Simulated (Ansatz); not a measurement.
The starting structures come from a database of crystals and need not be the phases stable at ambient conditions.

 Where the default PAW files enter, the runs use the earlier of Ansatz's two default sets.

Inside the gap of an insulator the Bloch states are evanescent, with a wavenumber k + iκ along the transport direction.

Data:

```xyz
10
Lattice="5.6655 0.0000 0.0000 -2.8327 4.9064 0.0000 2.8327 1.6355 4.6258" Properties=species:S:1:pos:R:3 pbc="T T T"
Mg     0.0000     0.0000     0.0000
Te     0.0000     3.2710     2.3129
Pb     2.8327     1.6355     1.1565
Pb     2.8327     4.9064     3.4694
O      5.6655     1.6899     1.1949
O      0.0000     4.8520     3.4309
O      1.3692     2.4804     3.4309
O      4.2962     4.0615     1.1949
O      1.3692     4.0615     1.1949
O      4.2962     2.4804     3.4309
```

Space group of this cell: Fm-3m. The cell was relaxed by PBE-D3(BJ); by PBEsol its mean pressure is -2.3 GPa.

Transport runs along the normal of the first two printed cell vectors, the (111) plane of the conventional cell.

The gap is the functional's own. No spin-orbit coupling. Mid-gap values are interpolated on the energy grid.

**Question.** State the band gap and the smallest decay constant κ at mid-gap according to Ansatz (a program for electronic structure) with PBEsol.

**Answer.** Gap 2.39 eV on a 8×8×8 mesh; κ = 0.259 1/Å, at (0.500, 0.000) of the in-plane reciprocal vectors. At the zone centre, at the nearest computed energy, the slowest state has κ = 0.26 1/Å.
